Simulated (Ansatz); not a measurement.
## A computed series for hypothetical CdI2 type SiO2: response to strain

Take SiO$_{2}$ in the CdI2 type structure (space group P-3m1, No. 164; a = 2.6703 Å, c = 4.5421 Å; a hypothetical phase, not in the database extracts checked; layered, stacked along the Cartesian z axis) as the base.

Strains are applied to the cell and any free atomic positions relax.

All numbers come from r2SCAN+rVV10, PAW, 500 eV (Ansatz, a quantum-chemistry and plane-wave program; scalar-relativistic without spin-orbit coupling).

Notes on the quantities. pressure: mean of the normal stresses, compression positive.

```csv
isotropic strain (%),pressure (GPa)
-0.76,3.8
-0.36,1.8
0,0.0
1.85,-7.9
2.53,?
2.96,-11.8
```

Fit P = P₀ − Bδ + Cδ² with δ = (1 + ε)³ − 1 to the rows shown and predict the withheld row.

Least squares on the printed values gives P₀ = 0.0 GPa, B = 159 GPa (at held cell shape), C = 324 GPa (largest residual 0.0 GPa); this predicts -10.4 GPa, and the run gives -10.4 GPa, in agreement.

Stability against distortions was not tested.
